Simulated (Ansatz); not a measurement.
## A computed series for SnO2: pressure series

Start from SnO2 in the rutile structure (space group P4_2/mnm, No. 136; a = 4.828 Å, c = 3.238 Å).

Cell and atoms are relaxed at each pressure.

Level of theory: Kohn–Sham DFT with the PBE functional, run in Ansatz (an electronic-structure program) with PAW and 420 eV plane waves, no spin-orbit coupling.

| pressure (GPa) | volume per atom (Å³/atom) |
|---|---|
| -2 | 12.734 |
| -1 | 12.654 |
| 0 | 12.578 |
| 1.8 | 12.447 |
| 4.2 | 12.285 |
| 9 | ? |
| 30 | 11.067 |
| 45 | 10.587 |
| 60 | 10.195 |

**Question.** Fit the third-order Birch–Murnaghan form P(V) = (3B₀/2)[(V₀/V)^(7/3) − (V₀/V)^(5/3)]·[1 + (3/4)(B₀′ − 4)((V₀/V)^(2/3) − 1)] (squares taken in P) to the rows shown and predict the withheld row.

**Answer.** Least squares on the printed values gives V₀ = 12.578 Å³/atom, B₀ = 172 GPa, B₀′ = 4.8; this predicts 12.004 Å³/atom, and the run gives 11.998 Å³/atom, 0.006 lower.

Measured bulk modulus of SnO2: 212 GPa (temperature not stated; as listed in Cormac Toher et al., Physical Review Materials (2017)); the computed value is for a static lattice, so the two differ by thermal effects too.

Load acts through the strain it causes; cell and atoms are relaxed under it. Whether these cells are dynamically stable was not tested. Competing high-pressure phases were not computed.
